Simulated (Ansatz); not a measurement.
We consider GaN (I4mm, No. 107, 2 atoms in the cell; start mp-2646978; a measured phase of this formula has another space group), described by r²SCAN+SOC (PAW; Ansatz, a quantum-chemistry and plane-wave program).

Settings: plane-wave cutoff 560 eV, 16×16×16 k mesh, Fermi–Dirac smearing 0.01 eV, PAW data made under PBE.

Cell (relaxed with PBEsol):

```cif
data_Ga2N2
_chemical_formula_sum 'Ga2 N2'
_space_group_name_H-M_alt 'I4mm'
_space_group_IT_number 107
_space_group_name_Hall 'I 4 -2'
_cell_length_a 2.85488
_cell_length_b 2.85488
_cell_length_c 4.93555
_cell_angle_alpha 90.000
_cell_angle_beta 90.000
_cell_angle_gamma 90.000
loop_
_atom_site_label
_atom_site_type_symbol
_atom_site_symmetry_multiplicity
_atom_site_Wyckoff_symbol
_atom_site_fract_x
_atom_site_fract_y
_atom_site_fract_z
_atom_site_occupancy
Ga1 Ga 2 a 0.00000 0.00000 0.75619 1
N1 N 2 a 0.00000 0.00000 0.35881 1
```
(The calculation used a cell of 2 atoms; values per cell refer to that cell.)

Give the computed band gap and smallest direct gap on the k points sampled.


band gap: 0.74 eV (indirect)
smallest direct gap on the k points sampled: 2.47 eV

Note: cell and atoms aren't relaxed at this level (pressure -0.2 GPa).

Static lattice: no zero-point or thermal effects.

It cost around 90 core-seconds (rough) of CPU time.

A start named mp-… is a Materials Project structure, which need not be a measured phase.
